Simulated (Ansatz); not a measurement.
**Sn: pressure series**

Take Sn in the diamond structure (space group Fd-3m, No. 227; a = 6.656 Å) as the base.

Cell and atoms are relaxed at each pressure.

Computed with Ansatz (a program for electronic structure) PBE, without spin-orbit coupling, earlier PAW set.

Notes on the quantities. enthalpy: H = E + PV relative to the base's energy.

```
change            lattice parameter a        enthalpy
----------------  -------------------  --------------
base                          6.656 Å               –
pressure −2 GPa               6.804 Å   -0.47 eV/atom
pressure −1 GPa               6.724 Å   -0.23 eV/atom
pressure 3 GPa                6.501 Å   +0.66 eV/atom
pressure 7 GPa                6.354 Å   +1.49 eV/atom
pressure 15 GPa               6.152 Å   +3.01 eV/atom
pressure 30 GPa               5.913 Å   +5.57 eV/atom
pressure 50 GPa               5.708 Å   +8.62 eV/atom
pressure 75 GPa               5.530 Å  +12.07 eV/atom
pressure 100 GPa              5.398 Å  +15.25 eV/atom
```

Load acts through the strain it causes; cell and atoms are relaxed under it. Stability against distortions was not tested. Tetrahedral semiconductors of this kind turn to denser phases somewhere between about 1 and 50 GPa; those were not computed, so compressed cells here can lie past the real transition.
